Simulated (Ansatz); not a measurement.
Reference: BeS (F-43m), PBEsol with spin-orbit coupling, rigid bands (plane waves, PAW; Ansatz, a quantum-chemistry and plane-wave program); geometry: cell and atoms relaxed with PBEsol.

```cif
data_BeS
_chemical_formula_sum 'Be1 S1'
_space_group_name_H-M_alt 'P 1'
_space_group_IT_number 1
_cell_length_a 3.42087
_cell_length_b 3.42087
_cell_length_c 3.42087
_cell_angle_alpha 60.000
_cell_angle_beta 60.000
_cell_angle_gamma 60.000
loop_
_space_group_symop_operation_xyz
  'x, y, z'
loop_
_atom_site_label
_atom_site_type_symbol
_atom_site_fract_x
_atom_site_fract_y
_atom_site_fract_z
_atom_site_occupancy
Be1 Be 0.00000 0.00000 0.00000 1
S1 S 0.75000 0.75000 0.75000 1
```

| Item | Value |
|---|---|
| band gap | 2.88 eV |
| electron conductivity mass | 0.37 mₑ |
| hole conductivity mass | 0.76 mₑ |
| Seebeck coefficient, n-type 1e19 cm⁻³ | -275 μV/K |

Q: Replace S by Se on the same sites and relax. What happens?

A: BeSe (F-43m): volume per atom 14.2 to 16.9 Å³; band gap falls (2.88 eV to 2.32 eV); electron conductivity mass falls (0.37 mₑ to 0.35 mₑ); hole conductivity mass falls (0.76 mₑ to 0.56 mₑ); Seebeck coefficient, n-type 1e19 cm⁻³ stays about the same (-275 μV/K to -271 μV/K).

Q: Swap S for Te, keeping the structure type. How do these values move?

A: BeTe (F-43m): volume per atom 14.2 to 22.0 Å³; band gap falls (2.88 eV to 1.54 eV); electron conductivity mass stays about the same (0.37 mₑ to 0.36 mₑ); hole conductivity mass falls (0.76 mₑ to 0.38 mₑ); Seebeck coefficient, n-type 1e19 cm⁻³ rises in size (-275 μV/K to -290 μV/K).

Q: Swap Be for Zn, keeping the structure type. How do these values move?

A: ZnS (F-43m): volume per atom 14.2 to 19.2 Å³; band gap falls (2.88 eV to 2.07 eV); electron conductivity mass falls (0.37 mₑ to 0.179 mₑ); hole conductivity mass rises (0.76 mₑ to 0.84 mₑ); Seebeck coefficient, n-type 1e19 cm⁻³ falls in size (-275 μV/K to -104 μV/K).

Moves up to 5 % count as about the same. Masses are for dilute carriers at 300 K, harmonic means over directions unless an axis is named. Seebeck coefficients are for the stated density at 300 K, with one relaxation time for all states and whether or not that doping can be reached.
